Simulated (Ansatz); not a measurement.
## A 2x2 cell of the 1x1 (100) surface of fcc Pt (the real clean face reconstructs), relaxed from a rattled start

These are PBE (plane waves to 420 eV, PAW; Ansatz, a quantum-chemistry and plane-wave program) values and carry that method's errors.

Slab: 16 atoms, 5.8 Å thick at the start (thin: gaps and levels are the slab's own); k 5x5x1, smearing 0.1 eV, dipole-corrected; 8 atoms held, the rest relaxed; no spin, no spin-orbit, no U.

The work function of the top face is 5.63 eV. The energy released by relaxation comes out as 0.50 eV, the energy gained against the symmetric clean supercell is 0.000 eV and the cost is about 12 core-minutes (a rough figure).
